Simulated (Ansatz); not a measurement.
We consider BP (model structure, started from the h-BN type, P6₃/mmc, No. 194, 4 atoms in the cell), described by PBEsol in Ansatz (PAW).

Settings: plane-wave cutoff 500 eV, 18×18×6 k mesh (along the axes of the cell as run), Fermi–Dirac smearing 0.05 eV, scalar-relativistic PAW data made under PBE.

Cell (relaxed at this level):

Space group P6₃/mmc (No. 194); a = 3.2006 Å, b = 3.2006 Å, c = 8.4832 Å, α = 90.00°, β = 90.00°, γ = 120.00°

```json
[
 {"atom": "B", "site": "2c", "symmetry": "-6m2", "x": "0.3333", "y": "0.6667", "z": "0.2500"},
 {"atom": "P", "site": "2d", "symmetry": "-6m2", "x": "0.6667", "y": "0.3333", "z": "0.2500"}
]
```

**Question.** What does this level give for the band gap?

**Answer.** 
* **band gap**: 0.81 eV (on the SCF k mesh)

Note: the relaxation could raise the start's symmetry but not lower it, so the cell can be a saddle point; the cell has widely spaced layers and the level no dispersion term, so their spacing and the moduli can rest on weak binding.

A model structure was made by putting elements into a prototype or built by hand; it is no filed structure, need not be a known phase, and can be a saddle point held by its symmetry.

Ansatz is a program for electronic structure.
